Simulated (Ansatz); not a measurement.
The reference is SiGe in the wurtzite structure (space group P6_3mc, No. 186; a = 3.904 Å, c = 6.455 Å; a model cell, its experimental status unchecked).

Perturbation: every lattice vector is stretched by 4.70 %, atoms relaxed at fixed cell.

The values are results of DFT with r2SCAN, PAW potentials and a 500 eV plane-wave cutoff in Ansatz (an electronic-structure program), without spin-orbit coupling, not measurements.

Base, band edges from the VBM (valence, conduction): K -3.51, 1.26; H -2.22, 1.68; M -1.61, 0.66; L -2.63, 0.93; A -1.01, 1.59; Γ 0.00, 0.79 eV.

Question: Give the band edges at the high-symmetry points of the new zone, measured from its valence-band maximum.

Answer: 
```json
[
 {"point": "Γ", "valence edge (eV)": "0.00", "conduction edge (eV)": "0.38"},
 {"point": "M", "valence edge (eV)": "-1.39", "conduction edge (eV)": "0.84"},
 {"point": "K", "valence edge (eV)": "-2.98", "conduction edge (eV)": "1.69"},
 {"point": "A", "valence edge (eV)": "-0.85", "conduction edge (eV)": "1.10"},
 {"point": "L", "valence edge (eV)": "-2.25", "conduction edge (eV)": "0.85"},
 {"point": "H", "valence edge (eV)": "-1.90", "conduction edge (eV)": "1.53"}
]
```

The gap is 0.38 eV, direct at Γ.

The cells carry an imposed strain or load. No phonon test of stability was made.
